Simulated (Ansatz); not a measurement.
## A constructed model of the (0001) surface of hcp Os, a layer of Ga in place of the second plane (bottom of the slab: a bare face, its two planes held)

Calculation: PBE (plane waves to 420 eV, PAW; Ansatz, a program for electronic structure).

Model: 6-atom slab, 10.6 Å thick at the start, 16x16x1 mesh, Fermi-Dirac 0.1 eV, dipole correction, 2 atoms held, the rest relaxed; start symmetry kept, larger cells not searched; no spin, no spin-orbit, no U. It is one candidate, not shown to be the stable structure of the face.

```json
{
 "work_function_of_the_top_face": "5.59 eV",
 "energy_released_by_relaxation": "0.078 eV",
 "cost": "about 2.5 core-minutes (a rough figure)"
}
```
